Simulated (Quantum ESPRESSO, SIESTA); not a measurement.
A SIESTA input for a self-consistent single point of ZnS (P6_3mc, 8 atoms in the cell) (DFT, GGA PBE, numerical atomic orbitals TZP, PseudoDojo PBE standard norm-conserving potentials (rewritten from UPF to PSML)):

```
# files in the folder: Zn.psml S.psml (PseudoDojo PBE standard)
SystemName  ZnS
SystemLabel siesta

NumberOfAtoms                8
NumberOfSpecies              2
%block ChemicalSpeciesLabel
  1 30 Zn
  2 16 S
%endblock ChemicalSpeciesLabel
LatticeConstant              1.0 Bohr
%block LatticeVectors
     7.342549754    0.000000000    0.000000000
    -3.671274877    6.358833923    0.000000000
     0.000000000    0.000000000   24.004996319
%endblock LatticeVectors
AtomicCoordinatesFormat      Bohr
%block AtomicCoordinatesAndAtomicSpecies
     3.671278549    2.119609188   18.002066890  1
    -0.000003671    4.239224735    5.999568730  1
     0.000000000    0.000000000   12.002498160  1
     0.000000000    0.000000000    0.000000000  1
     3.671278549    2.119609188   22.510205199  2
    -0.000003671    4.239224735   10.507707039  2
     0.000000000    0.000000000   16.499594170  2
     0.000000000    0.000000000    4.497096010  2
%endblock AtomicCoordinatesAndAtomicSpecies

XC.functional                GGA
XC.authors                   PBE
PAO.BasisSize                TZP
PAO.EnergyShift              0.01 Ry
MeshCutoff                   400 Ry
%block kgrid.MonkhorstPack
    5   0   0  0.0
    0   5   0  0.0
    0   0   2  0.0
%endblock kgrid.MonkhorstPack
OccupationFunction           FD
ElectronicTemperature        10 K

MaxSCFIterations             150
SCF.Mixer.Method             Pulay
SCF.Mixer.Weight             0.25
SCF.Mixer.History            6
SCF.DM.Tolerance             1.0E-05
Diag.ParallelOverK           true
WriteForces                  true
Charge.Mulliken              end
```

Task: Translate this input to Quantum ESPRESSO.

Result: This is the input that was run; spellings and numerical settings could be chosen otherwise.

```fortran
&CONTROL
   calculation = 'scf',
   prefix = 'run',
   outdir = './work',
   pseudo_dir = './',
   tprnfor = .true.,
   tstress = .true.,
/
&SYSTEM
   ibrav = 0,
   nat = 8,
   ntyp = 2,
   ecutwfc = 85,
   occupations = 'fixed',
   nbnd = 56,
/
&ELECTRONS
   conv_thr = 1e-10,
/
ATOMIC_SPECIES
Zn    65.3800  Zn.upf
S     32.0600  S.upf
ATOMIC_POSITIONS {bohr}
Zn    3.67127468    2.11961142   18.00206689
Zn    0.00000000    4.23922285    5.99956873
Zn    0.00000000    0.00000000   12.00249816
Zn    0.00000000    0.00000000    0.00000000
S     3.67127468    2.11961142   22.51020520
S     0.00000000    4.23922285   10.50770704
S     0.00000000    0.00000000   16.49959417
S     0.00000000    0.00000000    4.49709601
K_POINTS {automatic}
5 5 2  0 0 0
CELL_PARAMETERS {angstrom}
   3.88550979     0.00000000     0.00000000
  -1.94275489     3.36495018     0.00000000
   0.00000000     0.00000000    12.70289700
```

Basis, cutoffs, solver keys and any potentials are the target program's own. This input uses DFT, PBE, plane waves, PseudoDojo standard norm-conserving (PBE) pseudopotentials.

The starting cell comes from a database of computed structures (which also holds hypothetical and non-ambient phases and stackings), without a prior relaxation at this level. Its lattice was rescaled by a random factor within 2.5 % of one.
